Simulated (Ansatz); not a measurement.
## The (310) surface of fcc Pb in its 1x1 cell, outermost plane spacing 0.80 Å in the ideal cut

Computed with PBE (plane waves to 420 eV, PAW; Ansatz, a first-principles code).

Set-up: 14 atoms, 10.4 Å thick at the start (thin: gaps and levels are the slab's own); mesh 8x5x1; 0.1 eV smearing; dipole correction on; all atoms relaxed; symmetry of the start imposed; no spin, no spin-orbit, no U.

```json
{
  "surface energy (mean of both faces)": "0.34 J/m^2",
  "surface_energy_before_relaxation": "0.40 J/m²",
  "work_function_of_the_top_face": "3.80 eV",
  "energy_released_by_relaxation": "0.33 eV",
  "cost": "around 9 core-minutes (rough)"
}
```
